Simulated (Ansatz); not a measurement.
```
CELL_PARAMETERS angstrom
      3.25079     0.00000     0.00000
      1.62539     2.81526     0.00000
      0.00000     0.00000    12.82729
ATOMIC_POSITIONS crystal
  W  0.33333 0.33333 0.25000
  W  0.66667 0.66667 0.75000
  Se 0.33333 0.33333 0.61786
  Se 0.66667 0.66667 0.11786
  Se 0.66667 0.66667 0.38214
  Se 0.33333 0.33333 0.88214
```

No spin polarisation.

Level of theory: PBE-D3(BJ) (Ansatz, a program for electronic structure), no SOC, earlier PAW set. Settings: 12×12×3 k-points, 0.05 eV Fermi–Dirac smearing.

### Question
Estimate the valence-band top at Γ (three highest levels, from the VBM).

### Answer
0.00, -0.99, -1.26 eV.

### Question
What is the computed gap character?

### Answer
Indirect, Γ → K–Γ (47 % along).

Spin-orbit coupling, missing from the scalar runs, can matter with W. The cells carry an imposed strain or load. Whether these cells are dynamically stable was not tested. The cell was made from WSe2 in the 2H-MoS2 type structure (space group P6_3/mmc, No. 194; layered, stacked along the Cartesian z axis) by this change: biaxial strain −0.86 %, plane normal [001], relaxed out of plane.
